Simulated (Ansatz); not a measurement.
# rock-salt TaN (0 0 1) on zinc-blende InP (0 0 1) (film strained to the substrate, started from cuts of the bulks and a machine-learned relaxation)

A periodic stack without vacuum, rock-salt TaN (0 0 1) on zinc-blende InP (0 0 1) (film strained to the substrate, started from cuts of the bulks and a machine-learned relaxation): substrate slab In5P6, film N12Ta12, surface cells [[1, 0], [1, 1]] and [[0, -1], [2, 1]], film strained by -4.6 and -4.6 %, outermost planes P/P and NTa/NTa as cut, which need not be the usual terminations and can put a slab off its formula.

The start was prepared with a machine-learned potential, and the result is one local minimum, with the in-plane cell held and forces under 0.04 eV/Å; the film can end far from its bulk form.

Method: PBE (plane waves to 420 eV, PAW; Ansatz, a quantum-chemistry and plane-wave program). No spin–orbit coupling; the runs are not spin-polarised; PBE gaps are too small against experiment. Its k-point mesh 7×7×1, Fermi–Dirac width 0.05 eV.

```
Property                                                                                                                                                                               Value
--------------------------------------------------------------------------------  ----------------------------------------------------------------------------------------------------------
interface area                                                                                                                                                                       17.8 Å²
period                                                                                                                                                                               31.85 Å
gaps between the outermost planes at the two interfaces                                                                                                                      1.92 and 1.92 Å
P–Ta contacts across the interfaces within 1.22 times the sum of covalent radii                                                                                               6, mean 2.79 Å
In–Ta contacts across the interfaces within 1.22 times the sum of covalent radii                                                                                              2, mean 3.61 Å
estimate of the barrier                                                           withheld, since the Fermi level falls at or inside a band of the host, which a slab this thin can't settle
```

```xyz
35
Lattice="4.2128 -0.0003 -0.1165 0.0003 4.2144 -0.0050 -1.9127 -0.7314 31.9178" Properties=species:S:1:pos:R:3 pbc="T T T"
In    -0.6534    -0.2782     5.9346
In     1.3686     1.9636     2.9004
In    -0.4724    -0.2672    11.8886
In     1.5396     1.8396     8.8510
In     1.5869     1.8425    14.8047
P     -0.6967     1.8277     4.4377
P      1.3043    -0.1698     1.3735
P     -0.5249     1.8385    10.3985
P      1.4950    -0.2692     7.3642
P     -0.4527     1.8371    16.3912
P      1.6756    -0.2663    13.3245
N     -0.9850    -0.2703    20.5233
N      1.0934     1.8371    20.5352
N      1.1027    -0.2714    18.6724
N     -1.0576     1.8353    18.9548
N     -0.8345    -0.2631    25.7127
N      1.2698     1.8425    25.6301
N      1.2231    -0.2678    23.9501
N     -0.8849     1.8415    23.9912
N     -0.6913    -0.2270    30.7470
N      1.4220     1.8198    30.9098
N      1.3702    -0.2573    29.1209
N     -0.7379     1.8806    29.1051
Ta     1.1226    -0.2697    21.0541
Ta    -0.9878     1.8380    21.1351
Ta    -1.0444    -0.2721    18.3298
Ta     1.0999     1.8348    18.3858
Ta     1.2860    -0.2657    26.1790
Ta    -0.8209     1.8457    26.2381
Ta    -0.8973    -0.2667    23.4623
Ta     1.2054     1.8395    23.4045
Ta     1.4335    -0.2577    31.3136
Ta    -0.6771     1.8144    31.2536
Ta    -0.7529    -0.2372    28.5669
Ta     1.3540     1.8648    28.5284
```
